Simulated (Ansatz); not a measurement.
The reference is W in the bcc (W type) structure (space group Im-3m, No. 229; a = 3.169 Å).

Computed with Ansatz (a first-principles code) r2SCAN, scalar-relativistic without spin-orbit coupling.

Before the change:

Volume per atom: 15.92 Å³

Perturbation: hydrostatic tension (pressure −2 GPa).

Question: Predict the new volume per atom.

Answer: The volume per atom rises by 0.10 Å³, from 15.92 Å³ to 16.02 Å³.

Load acts through the strain it causes; cell and atoms are relaxed under it. Stability against distortions was not tested. All final runs are without spin polarisation.
